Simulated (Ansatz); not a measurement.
TaTe (model structure, Cmcm, No. 63, 4 atoms in the cell), treated with PBE-D3(BJ) (Ansatz, an electronic-structure program, PAW).

The run printed, among other lines:

```
Relaxation: its limit of steps is 80 (relax.max_steps)
Crystal: 4 atoms, lattice volume = 85.571 Å³
Basis set: ecut = 520 eV, 2277 PW (Γ), exchange–correlation on 90×90×72 points (8 copies of the dense FFT grid, shifted against one another)
Bands: 35, of which v1, the nominal top of the filled ones, is band 29 counted from 1 (28 counted from 0)
Symmetry: 8 space group operations
Space group: Cmcm (ITA 63), of the structure as read, at distance tolerance 4.4e-5 Å
k-points: 511 of 3072
Functional: x = pbe(κ = 0.804, μ = 0.2195149727645171), c = pbe(β = 0.06672455060314922)
SCF iter   1: F=—  HF=-33826.456216 eV  |F-HF|=—  |Δ(HF+E_count)|=         —  Δρ=5.40e-3  dr2=2.60e-2
SCF iter   2: F=—  HF=-33826.453888 eV  |F-HF|=—  |Δ(HF+E_count)|=   2.33e-3  Δρ=3.27e-3  dr2=1.04e-2
  ...
SCF 1 converged in 7 iterations: F = -33826.452650 eV  dr2 = 1.47e-8
Crystal: 4 atoms, lattice volume = 85.571 Å³
Initial density: handed on by an earlier stage of this run
SCF 2 converged in 6 iterations: F = -33826.449039 eV  dr2 = 6.48e-8
Crystal: 4 atoms, lattice volume = 85.571 Å³
SCF 3 converged in 9 iterations: F = -33826.454732 eV  dr2 = 6.05e-12
Crystal: 4 atoms, lattice volume = 85.571 Å³
SCF 4 converged in 6 iterations: F = -33826.454757 eV  dr2 = 1.94e-10
Crystal: 4 atoms, lattice volume = 85.571 Å³
SCF 5 converged in 6 iterations: F = -33826.454759 eV  dr2 = 6.61e-12
Crystal: 4 atoms, lattice volume = 85.571 Å³
Basis set: ecut = 520 eV, 2277 PW (Γ), exchange–correlation on 80×80×72 points (8 copies of the dense FFT grid, shifted against one another)
SCF iter   8: F=-33826.454759 eV  HF=-33826.454759 eV  |F-HF|=7.28e-12  |Δ(HF+E_count)|=    0.00e0  Δρ=9.03e-10  dr2=5.75e-16
SCF iter   9: F=-33826.454759 eV  HF=-33826.454759 eV  |F-HF|=0.00e0  |Δ(HF+E_count)|=    0.00e0  Δρ=3.51e-10  dr2=1.06e-16
SCF 6 converged in 9 iterations: F = -33826.454759 eV  dr2 = 1.06e-16
SCF converged after 9 iterations
Free energy (F): -33826.454759 eV
Internal energy: -33826.427646 eV  (E = F + TS)
E sigma→0 (E₀):  -33826.441203 eV
Fermi energy:    16.854554 eV
--- Forces (eV/Å), atoms counted from 1 ---
  atom   1  Te     0.00000000    -0.00001049    -0.00000000
  atom   2  Ta     0.00000000     0.00001339    -0.00000000
  atom   3  Te    -0.00000000     0.00001049     0.00000000
  atom   4  Ta    -0.00000000    -0.00001339     0.00000000
--- Stress (GPa, compression-positive) ---
       -2.250683       0.000000       0.000000
        0.000000      -2.250550      -0.000000
        0.000000      -0.000000      -2.251966
  P = ⅓ Tr σ = -2.2511 GPa (-22.511 kbar)
```

**Question.** Write an input file that could have produced this run (the log leaves some choices open).

**Answer.** One answer among several that fit: 
Ansatz 0.2 input:
```yaml
crystal:
  lattice:
    - [1.7809050497, -5.0866789265, 0.0]
    - [1.7809050497, 5.0866789265, 0.0]
    - [0.0, 0.0, 4.7230178727]
  atoms:
    - { symbol: Te, position: [0.6382318417, 0.3617681583, 0.25] }
    - { symbol: Ta, position: [0.9206414249, 0.0793585751, 0.25] }
    - { symbol: Te, position: [0.3617681583, 0.6382318417, 0.75] }
    - { symbol: Ta, position: [0.0793585751, 0.9206414249, 0.75] }
basis:
  ecutwfc: 520
  ecutrho_ratio: 4
  xc_grid: 2
kpoints:
  mp_grid: { grid: [16, 16, 12] }
hamiltonian:
  xc: pbe
  dispersion: d3bj
  pseudopotentials: { kind: paw }
scf:
  occupations: { method: fermi_dirac, width: 0.05 }
output:
  forces: true
  stress: true
  eigenvalues: true
relax:
  f_tol: 0.004
  escape_saddle: false
  max_steps: 80
  cell: { stress_tol: 0.02, fix: [volume] }
```

The cell is one volume of an energy–volume scan, off the minimum.

Note: the relaxation could raise the start's symmetry but not lower it, so the cell can be a saddle point.

Computing time: roughly 12 core-minutes.

A model structure was made by putting elements into a prototype or built by hand; it is no filed structure, need not be a known phase, and can be a saddle point held by its symmetry.
